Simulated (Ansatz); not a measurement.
# InSb (model structure, within 0.1 Å of Fm-3m, No. 225, 6 atoms in the cell)

Method: LDA (Ansatz, a first-principles code, plane waves, PAW).

Run with plane-wave cutoff 520 eV, 18×18×6 k mesh (along the axes of the cell as run), Fermi–Dirac smearing 0.05 eV, scalar-relativistic PAW data made under PBE.

Cell (relaxed at this level):

```cif
data_In4Sb4
_chemical_formula_sum 'In4 Sb4'
_space_group_name_H-M_alt 'Fm-3m'
_space_group_IT_number 225
_space_group_name_Hall '-F 4 2 3'
_cell_length_a 5.97660
_cell_length_b 5.97660
_cell_length_c 5.97660
_cell_angle_alpha 90.000
_cell_angle_beta 90.000
_cell_angle_gamma 90.000
loop_
_atom_site_label
_atom_site_type_symbol
_atom_site_symmetry_multiplicity
_atom_site_Wyckoff_symbol
_atom_site_fract_x
_atom_site_fract_y
_atom_site_fract_z
_atom_site_occupancy
In1 In 4 a 0.00000 0.00000 0.00000 1
Sb1 Sb 4 b 0.50000 0.50000 0.50000 1
```
(The calculation used a cell of 6 atoms; values per cell refer to that cell.)

| Property | Value |
|---|---|
| band gap | zero (no gap) |
| bulk modulus B0 | 60.8 GPa |

Note: the bulk modulus is −V dP/dV from two relaxed cells at ±2 % in volume.

Spin–orbit coupling is not included; it can open a gap where bands touch, and shift volumes and moduli.

Static lattice: no zero-point or thermal effects.

A model structure was made by putting elements into a prototype or built by hand; it is no filed structure, need not be a known phase, and can be a saddle point held by its symmetry.
